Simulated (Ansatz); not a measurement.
The starting structures come from a database of crystals and need not be the phases stable at ambient conditions.

 Where the default PAW files enter, the runs use the earlier of Ansatz's two default sets.

By LDA and PBEsol, the system below comes out a metal.

Data:

```xyz
2
Lattice="3.2348 0.0000 0.0000 -1.6174 2.8014 0.0000 0.0000 0.0000 3.1823" Properties=species:S:1:pos:R:3 pbc="T T T"
Mo     0.0000     0.0000     0.0000
P      0.0000     1.8676     1.5911
```

Space group of this cell: P-6m2. The cell is taken as given; by PBEsol its mean pressure is -4.4 GPa.

The current runs along the normal of the first two printed vectors, the (001) plane. All runs by Ansatz (a program for electronic structure), plane waves and PAW, without spin-orbit coupling; the base is PBEsol.

```tsv
run	mean pressure (GPa)	G/A, both spins (10¹⁵ S/m²)
base	-4.4	0.76
all lengths scaled by 0.98	11.0	0.79
all lengths scaled by 1.02	-16.0	0.73
lda in place of pbesol	-7.9	0.76
lengths across the current scaled by 0.98, ions clamped	4.5	0.77
lengths across the current scaled by 1.02, ions clamped	-11.7	0.75
lengths along the current scaled by 0.97, ions clamped	4.2	___
lengths along the current scaled by 1.03, ions clamped	-11.6	___
```

Problem. Complete the blanks.

Solution. 
- lengths along the current scaled by 0.97, ions clamped, G/A, both spins (10¹⁵ S/m²): 0.78
- lengths along the current scaled by 1.03, ions clamped, G/A, both spins (10¹⁵ S/m²): 0.74
